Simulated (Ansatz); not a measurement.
The starting structures come from a database of crystals and need not be the phases stable at ambient conditions.

Tunnelling through a barrier is set by its complex band structure: the current falls as exp(−2κd) with the smallest κ.

Input:

```
CELL_PARAMETERS angstrom
      4.20695     0.00000     0.00000
      0.00000     4.21141     0.00000
      0.00000     0.00000     4.20695
ATOMIC_POSITIONS crystal
  Ba 0.50000 0.50000 0.50000
  Sc 0.00000 0.00000 0.00000
  O  0.00000 0.00000 0.50000
  O  0.50000 0.00000 0.00000
  F  0.00000 0.50000 0.00000
```

Space group of this cell: P4/mmm. The cell is taken as given; by r2SCAN its mean pressure is -3.9 GPa.

Transport runs along the normal of the first two printed cell vectors, the (100) plane of the conventional cell.

The gap is the functional's own, uncorrected, and κ follows it; spin-orbit coupling is left out. Mid-gap values are interpolated between the computed energies.

Give the band gap and the smallest decay constant κ at mid-gap that r2SCAN (Ansatz, a first-principles code) yields.

Gap 3.53 eV on a 8×8×8 mesh; κ = 0.334 1/Å, at the zone centre.
